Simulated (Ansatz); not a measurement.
## LuAs under a change: uniaxial stress, 8 GPa compression along x

Take LuAs in the CsCl type structure (space group Pm-3m, No. 221; a = 3.4937 Å; a model cell, its experimental status unchecked; relaxed with 0.1 eV smearing) as the base. Axes: x, y, z lie along the cube axes.

The change: uniaxial stress, 8 GPa compression along x; all other stress components relax to zero.

Computed with plane-wave PAW DFT at the r2SCAN level (Ansatz, a program for electronic structure, 500 eV), spin-orbit coupling left out. Settings: 17×17×17 k-points, 0.1 eV Fermi–Dirac smearing.

| quantity | base | changed | shift |
|---|---|---|---|
| volume per atom | 21.32 Å³ | 20.26 Å³ | -1.06 Å³ |
| space group | Pm-3m (No. 221) | P4/mmm (No. 123) | – |
| energy relative to the base (free energy F) | 0 meV/atom | +63 meV/atom | +63 meV/atom |
| band gap | zero | zero | – |
| strain response (xx, yy, zz) | – | (−14.44, +5.38, +5.38) % | – |

Cost of the whole job for the changed cell (relaxation, final SCF and bands): around 6 core-minutes (rough).

Stability under load was not tested beyond the relaxation. All final runs are without spin polarisation.
